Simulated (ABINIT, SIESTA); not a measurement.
A SIESTA input for a self-consistent single point of Rh (Fm-3m, 1 atom in the cell) (DFT, GGA PBE, numerical atomic orbitals DZP, PseudoDojo PBE standard norm-conserving potentials (rewritten from UPF to PSML)):

```
# files in the folder: Rh.psml (PseudoDojo PBE standard)
SystemName  Rh
SystemLabel Rh

NumberOfAtoms                1
NumberOfSpecies              1
%block ChemicalSpeciesLabel
  1 45 Rh
%endblock ChemicalSpeciesLabel
LatticeConstant              2.664315 Ang
%block LatticeVectors
     0.000000000    0.707106705    0.707106705
     0.707106705    0.000000000    0.707106705
     0.707106705    0.707106705    0.000000000
%endblock LatticeVectors
AtomicCoordinatesFormat      ScaledCartesian
%block AtomicCoordinatesAndAtomicSpecies
     0.000000000    0.000000000    0.000000000  1
%endblock AtomicCoordinatesAndAtomicSpecies

XC.functional                GGA
XC.authors                   PBE
PAO.BasisSize                DZP
PAO.EnergyShift              0.01 Ry
MeshCutoff                   400 Ry
%block kgrid.MonkhorstPack
   15   0   0  0.0
    0  15   0  0.0
    0   0  15  0.0
%endblock kgrid.MonkhorstPack
OccupationFunction           MP
OccupationMPOrder            0
ElectronicTemperature        100.0 meV

MaxSCFIterations             150
SCF.Mixer.Method             Broyden
SCF.Mixer.Weight             0.2
SCF.Mixer.History            8
SCF.DM.Tolerance             1.0E-05
Diag.ParallelOverK           true
WriteForces                  true
Charge.Mulliken              end
```

Translate this input to ABINIT.

This is the input that was run; spellings and numerical settings could be chosen otherwise.

```
# Rh, PseudoDojo nc-sr-05 PBE standard
pp_dirpath "./"
pseudos "Rh.upf"
acell 5.0348251153 5.0348251153 5.0348251153
rprim
         0.0000000000    0.7071067812    0.7071067812
         0.7071067812   -0.0000000000    0.7071067812
         0.7071067812    0.7071067812   -0.0000000000
natom 1
ntypat 1
znucl 45
typat 1
xred    0.0000000000    0.0000000000    0.0000000000
ecut 44
occopt 7
tsmear 0.1 eV
nband 14
kptopt 1
ngkpt 15 15 15
nshiftk 1
shiftk 0 0 0
nstep 60
tolvrs 1.0e-11
prtwf 0
prtden 0
```

Basis settings and potentials, where a program has them, do not carry over. This input uses DFT, PBE, plane waves, norm-conserving pseudopotentials (PseudoDojo nc-sr-05 PBE standard). Both were run: pressure 14.29 GPa in SIESTA and 14.61 in ABINIT.

On SIESTA: the starting cell comes from a database of computed structures (which also holds hypothetical and non-ambient phases and stackings), without a prior relaxation at this level. Its lattice was rescaled by a random factor within 2.5 % of one. Spin polarisation is off. Values carry the incompleteness of an atom-centred basis. With a pressure of about 14 GPa the cell is away from its equilibrium volume at this level.

On ABINIT: the starting cell comes from a database of computed structures (which also holds hypothetical and non-ambient phases and stackings), without a prior relaxation at this level. Its lattice was rescaled by a random factor within 2.5 % of one. Spin polarisation is off. With a pressure of about 15 GPa the cell is away from its equilibrium volume at this level.
